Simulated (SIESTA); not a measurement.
Input and output of a self-consistent single point for the (100) slab of BaTiO3 (cut from a parent of space group no. 38; 10 atoms in the cell) (SIESTA)

Computed with LDA PW92, numerical atomic orbitals DZP, PseudoDojo LDA standard norm-conserving potentials (rewritten from UPF to PSML) run with SIESTA 5.4.2.

This input was run:

```
# files in the folder: Ba.psml O.psml Ti.psml (PseudoDojo LDA standard)
SystemName  BaTiO3
SystemLabel siesta

NumberOfAtoms                10
NumberOfSpecies              3
%block ChemicalSpeciesLabel
  1 56 Ba
  2 8 O
  3 22 Ti
%endblock ChemicalSpeciesLabel
LatticeConstant              1.0 Ang
%block LatticeVectors
     4.077630000    0.000000000    0.000000000
    -4.095744000    4.077589000    0.000000000
     0.000000000    0.000000000   20.004917000
%endblock LatticeVectors
AtomicCoordinatesFormat      ScaledCartesian
%block AtomicCoordinatesAndAtomicSpecies
     4.063663513    0.013904578    9.001692522  1
     4.063663513    0.013904578   13.004916473  1
    -2.021266782    3.989635405    7.000000527  2
     0.079054165    2.003523355    7.000000527  2
    -1.999542221    1.990678950    9.001692522  2
    -2.021266782    3.989635405   11.003304498  2
     0.079054165    2.003523355   11.003304498  2
    -1.999542221    1.990678950   13.004916473  2
    -2.123643264    2.114229896    7.000000527  3
    -2.123643264    2.114229896   11.003304498  3
%endblock AtomicCoordinatesAndAtomicSpecies

XC.functional                LDA
XC.authors                   PW92
PAO.BasisSize                DZP
PAO.EnergyShift              0.01 Ry
MeshCutoff                   400 Ry
%block kgrid.MonkhorstPack
    4   0   0  0.0
    0   4   0  0.0
    0   0   1  0.0
%endblock kgrid.MonkhorstPack
OccupationFunction           FD
ElectronicTemperature        50.0 meV

MaxSCFIterations             150
SCF.Mixer.Method             Pulay
SCF.Mixer.Weight             0.25
SCF.Mixer.History            8
SCF.DM.Tolerance             1.0E-05
Diag.ParallelOverK           true
WriteForces                  true
```

Log, with long lists cut:

```
reinit: Reading from file input.fdf

reinit: System Name: BaTiO3
reinit: System Label: siesta

coor:   Atomic-coordinates input format  =     Cartesian coordinates
coor:                                          (in units of alat)

siesta: Atomic coordinates (Bohr) and species
siesta:      7.67921   0.02628  17.01073  1        1
siesta:      7.67921   0.02628  24.57573  1        2
siesta:     -3.81964   7.53932  13.22808  2        3
siesta:      0.14939   3.78611  13.22808  2        4
siesta:     -3.77859   3.76184  17.01073  2        5
siesta:     -3.81964   7.53932  20.79323  2        6
siesta:      0.14939   3.78611  20.79323  2        7
siesta:     -3.77859   3.76184  24.57573  2        8
siesta:     -4.01310   3.99532  13.22808  3        9
siesta:     -4.01310   3.99532  20.79323  3       10

siesta: System type = slab

initatomlists: Number of atoms, orbitals, and projectors:     10   134   150

siesta: ******************** Simulation parameters ****************************
redata: Spin configuration                          = none
redata: Time-Reversal Symmetry                      = T
redata: Number of Atomic Species                    =        3
redata: Mesh Cutoff                                 =   400.0000 Ry
redata: Net charge of the system                    =     0.0000 |e|
redata: Min. number of SCF Iter                     =        0
redata: Max. number of SCF Iter                     =      150
redata: SCF convergence failure will abort job
redata: SCF mix quantity                            = Hamiltonian
redata: Mix DM or H after convergence               =   F
redata: Recompute H after scf cycle                 =   F
redata: Mix DM in first SCF step                    =   T
redata: No kicks to SCF
redata: DM Mixing Weight for Kicks                  =     0.5000
redata: Require Harris convergence for SCF          =   F
redata: Harris energy tolerance for SCF             =     0.000100 eV
   [... lines left out ...]
diag: Parallel distribution                         =     1 x     1
diag: Used triangular part                          = Lower
diag: Absolute tolerance                            =  0.100E-15
diag: Orthogonalization factor                      =  0.100E-05
diag: Memory factor                                 =  1.0000

superc: Internal auxiliary supercell:     9 x     5 x     1  =      45
superc: Number of atoms, orbitals, and projectors:    450   6030   6750

                        Single-point calculation

superc: Internal auxiliary supercell:     9 x     5 x     1  =      45
superc: Number of atoms, orbitals, and projectors:    450   6030   6750

outcell: Unit cell vectors (Ang):
        4.077630    0.000000    0.000000
       -4.095744    4.077589    0.000000
        0.000000    0.000000   20.004917

outcell: Cell vector modules (Ang)   :    4.077630    5.779433   20.004917
outcell: Cell angles (23,13,12) (deg):     90.0000     90.0000    135.1273
outcell: Cell volume (Ang**3)        :    332.6197
new_DM -- step:     1
Initializing Density Matrix...

Attempting to read DM from file... Failed...
DM filled with atomic data:

InitMesh: MESH = 48 x 60 x 270 = 777600
InitMesh: Mesh cutoff (required, used) =   400.000   406.067 Ry

stepf: Fermi-Dirac step function
        iscf     Eharris(eV)        E_KS(eV)     FreeEng(eV)     dDmax    Ef(eV) dHmax(eV)
   scf:    1    -7360.744258    -7430.768563    -7430.768563  1.481440 -6.626281 15.334292
   scf:    2    -7466.834043    -7459.804660    -7459.804660  0.554837 -5.434641  3.244531
   scf:    3    -7460.533386    -7460.275238    -7460.275238  0.206325 -4.735327  1.482419
   scf:    4    -7460.481406    -7460.411335    -7460.411335  0.161294 -4.348837  0.758763
   scf:    5    -7460.456038    -7460.442780    -7460.442780  0.067784 -4.174287  0.283199
   scf:    6    -7460.450475    -7460.448819    -7460.448820  0.020380 -4.130024  0.152867
   [... 6 lines left out ...]
   scf:   13    -7460.451020    -7460.451020    -7460.451020  0.000082 -4.071955  0.000261
   scf:   14    -7460.451020    -7460.451020    -7460.451020  0.000033 -4.071985  0.000219
   scf:   15    -7460.451020    -7460.451020    -7460.451020  0.000023 -4.072055  0.000119
   scf:   16    -7460.451020    -7460.451020    -7460.451020  0.000010 -4.072109  0.000046
   scf:   17    -7460.451020    -7460.451020    -7460.451020  0.000008 -4.072128  0.000034
SCF Convergence by DM+H criterion
max |DM_out - DM_in|         :     0.0000081138
max |H_out - H_in|      (eV) :     0.0000342660
SCF cycle converged after 17 iterations

Using DM_out to compute the final energy and forces

siesta: E_KS(eV) =            -7460.4510

siesta: E_KS - E_eggbox =     -7460.4510

siesta: Atomic forces (eV/Ang):
     1   -0.001514    0.001691   -0.783119
     2   -0.012177    0.012565   -1.162334
     3    0.060085   -1.019155   -0.148408
     4    1.017301   -0.056553   -0.148565
     5   -0.127612    0.128169   -0.953249
     6    0.026387   -0.225709    0.072371
     7    0.223716   -0.026819    0.072354
     8   -0.049307    0.049523   -0.601386
     9   -0.933651    0.940318    2.710074
    10   -0.199310    0.206308    0.942155
   Tot    0.003919    0.010339   -0.000107
   Max    2.710074
   Res    0.720654    sqrt( Sum f_i^2 / 3N )
   Max    2.710074    constrained

Stress tensor Voigt[x,y,z,yz,xz,xy] (kbar):       68.59       68.90       47.22       -2.07        2.07        0.87
(Free)E + p*V (eV/cell)    -7473.2332
Target enthalpy (eV/cell)    -7460.4510

siesta: Program's energy decomposition (eV):
siesta: Ebs     =     -1553.562472
siesta: Eions   =     11171.975772
siesta: Ena     =      1911.578957
siesta: Ekin    =      3413.303396
siesta: Enl     =      -193.551580
siesta: Eso     =         0.000000
siesta: Edftu   =         0.000000
siesta: DEna    =        71.740831
siesta: DUscf   =         5.927975
siesta: DUext   =         0.000000
siesta: Ex      =     -1341.748796
siesta: Ec      =      -155.726028
siesta: Exc     =     -1497.474825
siesta: Eharris =     -7460.451020
siesta: Etot    =     -7460.451020
siesta: FreeEng =     -7460.451020

siesta: Atomic forces (eV/Ang):
siesta:      1   -0.001514    0.001691   -0.783119
siesta:      2   -0.012177    0.012565   -1.162334
siesta:      3    0.060085   -1.019155   -0.148408
siesta:      4    1.017301   -0.056553   -0.148565
siesta:      5   -0.127612    0.128169   -0.953249
siesta:      6    0.026387   -0.225709    0.072371
siesta:      7    0.223716   -0.026819    0.072354
siesta:      8   -0.049307    0.049523   -0.601386
siesta:      9   -0.933651    0.940318    2.710074
siesta:     10   -0.199310    0.206308    0.942155
siesta: ----------------------------------------
siesta:    Tot    0.003919    0.010339   -0.000107

siesta: Stress tensor (static) (eV/Ang**3):
siesta:     0.042813    0.000546    0.001294
siesta:     0.000546    0.043002   -0.001294
siesta:     0.001294   -0.001294    0.029472

siesta: Cell volume =        332.619739 Ang**3

siesta: Pressure (static):
siesta:                Solid            Molecule  Units
siesta:          -0.00041854         -0.00031526  Ry/Bohr**3
siesta:          -0.03842886         -0.02894598  eV/Ang**3
siesta:         -61.56981373        -46.37656662  kBar

siesta: Electric dipole (a.u.)  =    0.000000   -0.000000    1.094756
siesta: Electric dipole (Debye) =    0.000000   -0.000000    2.782592
```

The run converged in 17 iterations.

The starting cell comes from a database of computed structures (which also holds hypothetical and non-ambient phases and stackings), without a prior relaxation at this level. The slab is cut from that crystal, and its faces are unrelaxed. Its lattice was rescaled by up to half a per cent. Spin polarisation is off, though cut faces can carry moments; a gap of a slab can lie between surface states. Values carry the incompleteness of an atom-centred basis. Forces in this geometry exceed 1 eV/Å.

Cost on one core of a shared machine: roughly 2 min.
